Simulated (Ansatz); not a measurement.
Base system: SiC in the zinc blende structure (space group F-43m, No. 216).

```yaml
crystal:
  lattice:
    - [0.00000, 2.17817, 2.17817]
    - [2.17817, 0.00000, 2.17817]
    - [2.17817, 2.17817, 0.00000]
  atoms:
    - { symbol: Si, position: [0.00000, 0.00000, 0.00000] }
    - { symbol: C, position: [0.25000, 0.25000, 0.25000] }
```

Computed with r2SCAN/PAW in Ansatz (an electronic-structure program), scalar-relativistic without spin-orbit coupling.

Before the change:

- Pressure: 0.00 GPa
- Hole mass: 0.35, 0.57, 0.57 mₑ (at Γ)
- Electron mass: 0.64 mₑ along k, 0.23 mₑ across (at X)
- Gap character: indirect, Γ → X

Now apply this change: an isotropic linear strain of +1.50 %; the atoms relax in the strained cell.

### Question
What happens to the pressure, hole mass, electron mass and gap character?

### Answer
The pressure goes from zero to -9.31 GPa; the hole mass (degenerate bands, along [100]) goes from 0.35, 0.57, 0.57 mₑ (at Γ) to 0.33, 0.57, 0.57 mₑ (at Γ); the electron mass goes from 0.64 mₑ along k, 0.23 mₑ across (at X) to 0.66 mₑ along k, 0.23 mₑ across (at X); the gap character remains indirect, Γ → X.

Masses are band curvatures over ±0.01 Å⁻¹ around the edge. Along k means along the line from Γ to the band edge. No phonon test of stability was made.
